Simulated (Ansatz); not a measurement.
The starting structures come from a database of crystals and need not be the phases stable at ambient conditions.

 Where the default PAW files enter, the runs use the earlier of Ansatz's two default sets.

Data:

```xyz
12
Lattice="4.0592 0.0000 0.0000 0.0000 13.1757 0.1547 0.0000 -5.4875 6.4184" Properties=species:S:1:pos:R:3 pbc="T T T"
Sb     2.9642    -0.5363     6.4843
Sb     0.9346     8.2245     0.0888
Sb     0.9346     7.4225     4.9581
Sb     2.9642     0.2657     1.6150
S      2.9642     1.5955     5.1656
S      0.9346     6.0927     1.4075
S      0.9346    11.9387     0.8506
S      2.9642    -4.2505     5.7225
I      2.9642     5.1035     4.4701
I      0.9345     2.5847     2.1030
I      0.9345    -1.3788     4.2693
I      2.9642     9.0670     2.3038
```

Space group of this cell: Pnma. The cell was relaxed by PBE-D3(BJ); by PBEsol its mean pressure is -0.5 GPa.

Transport runs along the normal of the first two printed cell vectors.

No gap correction and no spin-orbit coupling; mid-gap values are interpolated between computed energies.

Question: Compute, with PBEsol run with Ansatz (an electronic-structure program), the band gap and the smallest decay constant κ at mid-gap.

Answer: Gap 1.50 eV on a 8×6×6 mesh; κ = 0.193 1/Å, at (0.000, 0.250) of the in-plane reciprocal vectors. At the zone centre, at the nearest computed energy, the slowest state has κ = 0.21 1/Å.
